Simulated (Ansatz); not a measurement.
The starting structures come from a database of crystals and need not be the phases stable at ambient conditions.

Tunnelling through a barrier is set by its complex band structure: the current falls as exp(−2κd) with the smallest κ.

Data:

```
CELL_PARAMETERS angstrom
      7.14308     0.00000     0.00000
     -3.57154     6.18609     0.00000
      3.57154     2.06203     5.83230
ATOMIC_POSITIONS crystal
  Y  0.75000 0.37500 0.37500
  Y  0.25000 0.87500 0.37500
  Y  0.75000 0.37500 0.87500
  Y  0.25000 0.37500 0.37500
  Ti 0.75000 0.87500 0.87500
  Ti 0.25000 0.37500 0.87500
  Ti 0.75000 0.87500 0.37500
  Ti 0.25000 0.87500 0.87500
  O  0.50000 0.25000 0.25000
  O  0.00000 0.50000 0.50000
  O  0.50000 0.54507 0.54507
  O  0.00000 0.79507 0.20493
  O  0.50000 0.95493 0.95493
  O  0.00000 0.20493 0.79507
  O  0.90986 0.95493 0.54507
  O  0.00000 0.20493 0.20493
  O  0.09014 0.54507 0.95493
  O  0.00000 0.79507 0.79507
  O  0.50000 0.95493 0.54507
  O  0.59014 0.79507 0.20493
  O  0.50000 0.54507 0.95493
  O  0.40986 0.20493 0.79507
```

Space group of this cell: Fd-3m. The cell is taken as given; by r2SCAN its mean pressure is -0.5 GPa.

Transport runs along the normal of the first two printed cell vectors, the (111) plane of the conventional cell.

The gap is the functional's own. No spin-orbit coupling. Mid-gap values are interpolated on the energy grid.

### Question
Compute, with Ansatz (a first-principles code) with r2SCAN, the band gap and the smallest decay constant κ at mid-gap.

### Answer
Gap 3.26 eV on a 6×6×6 mesh; κ = 0.323 1/Å, at the zone centre.
